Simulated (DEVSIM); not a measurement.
System: abrupt Ge n-p junction, at 250 K.

```
layer (left to right)  material  thickness (μm)  Nd (cm⁻³)  Na (cm⁻³)  τn (s)  τp (s)
---------------------  --------  --------------  ---------  ---------  ------  ------
1                            Ge            7.40     1.9e16          -  6.7e-6  6.7e-6
2                            Ge            6.30          -     4.7e16  6.7e-6  6.7e-6
```

Left contact: ohmic. Right contact: ohmic. Voltage is applied to the left contact. Recombination: SRH at mid-gap, Auger. Mobility is μmin + (μ − μmin)/(1 + (N/Nref)^α).

This is a model device: material constants are rounded textbook-type values typed into the input, and sizes, dopings and lifetimes were drawn at random. Values at 300 K; Nc and Nv go as T^1.5, mobilities as T to minus their exponent, the gap by Varshni's rule with the affinity fixed.

```
parameter               Ge
----------------  --------
gap (eV)             0.664
affinity (eV)            4
permittivity            16
Nc (cm⁻³)          1.04e19
Nv (cm⁻³)             6e18
μn (cm²/Vs)           3900
μp (cm²/Vs)           1900
μn,min                 150
μp,min                 100
Nref,n              2.6e17
Nref,p                4e17
αn                    0.56
αp                     0.6
T exponent of μn      1.66
T exponent of μp      2.33
Cn (cm⁶/s)           1e-31
Cp (cm⁶/s)           1e-31
Varshni α (eV/K)  0.000477
Varshni β (K)          235
```

Simulated with DEVSIM: 1D drift-diffusion, Boltzmann statistics, complete ionisation; no tunnelling, impact ionisation, image-force lowering or self-heating.

The doping Na of layer 2 was swept, all else fixed.

```csv
doping Na of layer 2 (cm^-3),dark forward voltage at 1 A/cm² (V),largest field in the device at zero bias (V/cm),potential step across the device at zero bias (V),dark forward voltage at 100 A/cm² (V)
1.4e15,0.242,11000,0.379,0.364
4.7e15,0.268,18000,0.405,0.381
1.4e16,0.289,27000,0.428,0.396
4.7e16,0.306,35000,0.454,0.412
1.4e17,0.314,41000,0.478,0.419
4.7e17,0.317,48000,0.504,0.422
1.4e18,0.318,63000,0.527,0.423
```

From the first row to the last the dark forward voltage at 1 A/cm² goes from 0.242 to 0.318. From the first row to the last the largest field in the device at zero bias goes from 11000 to 63000.
